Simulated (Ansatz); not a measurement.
For CsCl-type CuZn, BLYP in Ansatz (plane waves, PAW) gives:

```
Property                                  Value
-------------------------------  --------------
lattice constant a                      3.029 Å
bulk modulus                           91.2 GPa
cohesive energy                    1.62 eV/atom
zone-centre TO phonon frequency        156 cm⁻¹
elastic constant C11                   97.3 GPa
elastic constant C44                   56.4 GPa
Voigt–Reuss–Hill shear modulus         23.3 GPa
enthalpy of formation            -0.038 eV/atom
```

### Question
What does r²SCAN in Ansatz (PAW) give for the same quantities?

### Answer

- lattice constant a: 2.919 Å (drops by 3.6 %)
- bulk modulus: 134 GPa (grows by 47 %)
- cohesive energy: 2.79 eV/atom (increases by 1.17 eV/atom)
- zone-centre TO phonon frequency: 208 cm⁻¹ (goes up by 33 %)
- elastic constant C11: 147 GPa (goes up by 51 %)
- elastic constant C44: 96.2 GPa (grows by 71 %)
- Voigt–Reuss–Hill shear modulus: 41.6 GPa (goes up by 79 %)
- formation enthalpy: -0.108 eV/atom (moves by -0.070 eV/atom)

For comparison: lattice constant a 2.958 Å (measured, temperature not stated, no zero-point or thermal correction; as tabulated in First-Principles Study on the Electrical and Thermal Conductivities of Cu–Zn …); bulk modulus 116 GPa (measured, temperature not stated, not corrected to a static lattice; as tabulated in Nepal et al. (2020), arXiv:2007.11150); formation enthalpy -0.124 eV/atom (measured, temperature not stated, no zero-point or thermal correction; as tabulated in Nepal et al. (2020), arXiv:2007.11150).

Changes are worked out from the printed values.

Unless a cell is named, each level is at its own relaxed cell (BLYP 13.89, r²SCAN 12.44 Å³/atom).

Caveats: an element that serves as reference has a cell well above its measured volume (BLYP). Ansatz's density-functional and Hartree–Fock values are scalar-relativistic unless marked +SOC, with PAW data made under PBE.

Ansatz is an electronic-structure program.
